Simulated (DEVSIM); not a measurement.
Structure: abrupt Si n-p junction, at 300 K.

Layer 1 from the left is Si, thickness (μm) 17.0, Nd (cm⁻³) 8.7e16, τn (s) 1e-7, τp (s) 1e-7. Layer 2 from the left is Si, thickness (μm) 0.460, Na (cm⁻³) 1.3e14, τn (s) 1e-7, τp (s) 1e-7.

Left contact: ohmic. Right contact: ohmic. Voltage is applied to the left contact. Recombination: SRH at mid-gap, radiative. Mobility is μmin + (μ − μmin)/(1 + (N/Nref)^α).

This is a model device: material constants are rounded textbook-type values typed into the input, and sizes, dopings and lifetimes were drawn at random. Values at 300 K.

Si: gap (eV) 1.124, affinity (eV) 4.05, permittivity 11.7, Nc (cm⁻³) 2.86e19, Nv (cm⁻³) 3.1e19, μn (cm²/Vs) 1417, μp (cm²/Vs) 470, μn,min 52, μp,min 45, Nref,n 9.7e16, Nref,p 2.2e17, αn 0.68, αp 0.72, B (cm³/s) 4.7e-15.

Model (solved in DEVSIM): 1D drift-diffusion, Boltzmann statistics, complete ionisation; no tunnelling, impact ionisation, image-force lowering or self-heating.

**Question.** What does the simulation give for the dark forward voltage at 100 A/cm², the largest field in the device at zero bias, the potential step across the device at zero bias, the dark forward voltage at 1 A/cm²?

**Answer.** dark forward voltage at 100 A/cm² 0.535 V; largest field in the device at zero bias 20000 V/cm; potential step across the device at zero bias 0.654 V; dark forward voltage at 1 A/cm² 0.359 V.
